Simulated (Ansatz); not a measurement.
Take CdTe in the zinc blende structure (space group F-43m, No. 216; a = 6.558 Å) as the base.

Method: r2SCAN, PAW, 500 eV (Ansatz, a quantum-chemistry and plane-wave program; no SOC), earlier PAW set.

One change was made to it. Results:

| quantity | base | after |
|---|---|---|
| electron mass | 0.089 mₑ (at Γ) | 0.10 mₑ (at Γ) |
| valley order (the lowest conduction-band minima on the path, energy above the VBM, named in the base's zone) | Γ 1.16 eV; L along ⟨111⟩ 2.20 eV | Γ 1.45 eV; L along ⟨111⟩ 2.30 eV; X along ⟨100⟩ 2.77 eV |
| density | 5.65 g/cm³ | 6.19 g/cm³ |

Question: What was done to the base?
A. pressure 4.5 GPa
B. pressure 0.9 GPa
C. pressure 22.5 GPa
D. pressure −2 GPa

Answer: A, pressure 4.5 GPa. For comparison, the valley order in the other runs: pressure −2 GPa gives Γ 0.98 eV; L along ⟨111⟩ 2.13 eV; pressure 22.5 GPa gives Γ 2.09 eV; X along ⟨100⟩ 2.22 eV; L along ⟨111⟩ 2.46 eV; pressure 0.9 GPa gives Γ 1.23 eV; L along ⟨111⟩ 2.22 eV.

With Te present, leaving out spin-orbit coupling can change the band edges. The levels and masses belong to the bands next to the band gap. Load acts through the strain it causes; cell and atoms are relaxed under it. Masses are band curvatures over ±0.01 Å⁻¹ around the edge. No phonon test of stability was made. Measured, CdTe leaves this structure (for cinnabar) near 3.53 GPa (temperature not stated; as listed in Datta, Sujoy, Jana, Debnarayan, arXiv (2020)), on rising pressure, with hysteresis.
